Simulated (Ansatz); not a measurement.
## Cd: pressure 0.9 GPa

The reference is Cd in the hcp (Mg type) structure (space group P6_3/mmc, No. 194; a = 3.016 Å, c = 5.819 Å).

Modification: a hydrostatic pressure of 0.9 GPa.

Computed with PBE, PAW, 420 eV (Ansatz, a quantum-chemistry and plane-wave program; spin-orbit coupling left out). Settings: 18×18×8 k-points, 0.05 eV Fermi–Dirac smearing.

```json
{
  "volume_per_atom": "22.41 Å³ (base 22.92 Å³)",
  "density": "8.33 g/cm³ (base 8.14 g/cm³)",
  "c/a ratio": "1.897 (base 1.929)",
  "band_gap": "zero (base zero)"
}
```

Load acts through the strain it causes; cell and atoms are relaxed under it. No phonon test of stability was made.
